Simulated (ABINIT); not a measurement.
Energy against c/a at fixed volume: hcp Be (space group 194) (ABINIT, LDA)

```xyz
2
Lattice="2.2668 0.0000 0.0000 -1.1334 1.9631 0.0000 0.0000 0.0000 3.4020" Properties=species:S:1:pos:R:3 pbc="T T T"
Be     1.1334     0.6544     2.5515
Be     0.0000     1.3088     0.8505
```

Method: LDA (PW92), norm-conserving pseudopotentials (PseudoDojo nc-sr-04 LDA standard) (plane waves; ABINIT). Settings: pseudos = [Be.upf]; ecut = 57 Ha; occopt = 3; tsmear = 0.00183747 Ha; ngkpt = 34 34 18; nshiftk = 1; shiftk = 0 0 0; potentials = PseudoDojo nc-sr-04 LDA standard; nband = 9; kptopt = 1; nstep = 50; tolvrs = 1e-11. The cell above is the first row's. The rows change c/a at fixed volume. In all rows fractional positions and the k mesh are held. E is the free energy at the stated smearing, counted from the lowest row.

```
c/a     E (meV/atom)
------  ------------
1.5008         14.03
1.5164          8.83
1.5321          4.84
1.5477          2.05
1.5633          0.43
1.5790          0.00
1.5946          0.74
1.6102          2.63
1.6259             ?
```

Task: Using a cubic, estimate the missing E at c/a = 1.6259 from the other rows, showing the fit.

Result: With u = c/a - 1.56, the rows have u = -0.05920, -0.04360, -0.02790, -0.01230, 0.00330, 0.01900, 0.03460, 0.05020. Least squares gives E = 0.678 - 81.31·u + 2413.1·u² - 372·u³. Residuals (row less fit): 0.004, -0.011, 0.007, 0.006, -0.006, -0.002, 0.002, 0.000; standard error 0.008 (degrees of freedom: 4). The fitted curve has its minimum at c/a = 1.58, where E = -0.01. To one more digit the minimum is at c/a = 1.577; the ideal close-packed ratio is 1.633. At the withheld row, u = 0.06590, so E = 0.678 - 81.31 × 0.06590 + 2413.1 × 0.06590² - 372 × 0.06590³ = 5.693 meV/atom. The calculation gives 5.60 meV/atom, 0.093 meV/atom below the prediction (0.7 % of the range of E in the table). The row lies outside the fitted rows, so this is an extrapolation. From the scatter of the fitted rows alone, a prediction at this place has a standard error of 0.022 meV/atom, so the miss is 4.2 times that.

Carrying the step between the two nearest rows on in a straight line would have given 4.53, off by 1.07; series whose last step already gives the withheld value aren't shown. The reference cell has the volume at which an earlier scan in this program and functional put its minimum by a fit; axis ratios and inner coordinates come from a measured-size cell. The runs keep the symmetry of the cell, so they don't test it for distortions. The best c/a moves a little with volume. In metals such curves are sensitive to mesh and smearing. Cutoffs and mesh are single choices, not tested for convergence of this quantity. Series with a scatter that would blur these digits, or in which a gap closes, are not shown. Strain series were run only where this level's volume lies within 10 % of a first guess from the measured size.

Terms beyond the fitted order, or numerical noise in single rows, can give a miss of this size; the table doesn't tell which.
